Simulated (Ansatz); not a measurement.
A computed series for SiS2: response to strain

Start from SiS₂ (space group Ibam, No. 72; made of chains).

```yaml
crystal:
  lattice:
    - [-2.90154, 4.94591, 2.77276]
    - [2.90154, -4.94591, 2.77276]
    - [2.90154, 4.94591, -2.77276]
  atoms:
    - { symbol: S, position: [0.88521, 0.80033, 0.68554] }
    - { symbol: S, position: [0.38521, 0.69967, 0.08488] }
    - { symbol: S, position: [0.61479, 0.30033, 0.91512] }
    - { symbol: S, position: [0.11479, 0.19967, 0.31446] }
    - { symbol: Si, position: [0.75000, 0.75000, 0.00000] }
    - { symbol: Si, position: [0.25000, 0.25000, 0.00000] }
```

Cartesian axes are those of the cell as printed.

Strains are applied to the cell and any free atomic positions relax; under biaxial strain the out-of-plane vector relaxes too.

Calculations: r2SCAN (Ansatz, an electronic-structure program, PAW, without spin-orbit coupling).

| variant | out-of-plane strain | smallest direct gap | band gap |
|---|---|---|---|
| base | – | 3.61 eV | 3.31 eV |
| biaxial strain −0.55 %, plane normal [001], relaxed out of plane | +0.01 % | 3.59 eV | 3.29 eV |
| biaxial strain +0.47 %, plane normal [001], relaxed out of plane | -0.01 % | 3.62 eV | 3.32 eV |
| biaxial strain +1.08 %, plane normal [001], relaxed out of plane | -0.02 % | 3.64 eV | 3.33 eV |
| biaxial strain +1.59 %, plane normal [001], relaxed out of plane | -0.02 % | 3.66 eV | 3.35 eV |
| biaxial strain +2.39 %, plane normal [001], relaxed out of plane | -0.03 % | 3.68 eV | 3.37 eV |
| biaxial strain +3.28 %, plane normal [001], relaxed out of plane | -0.03 % | 3.71 eV | 3.39 eV |
| biaxial strain +3.54 %, plane normal [001], relaxed out of plane | -0.04 % | 3.72 eV | 3.40 eV |
| isotropic strain +1.22 % | – | 3.66 eV | 3.36 eV |

A biaxial case was relaxed in a doubled cell and then solved in the primitive one. Stability against distortions was not tested. No dispersion term is included, though the crystal is made of layers, chains or molecules, so its spacings can come out too wide.
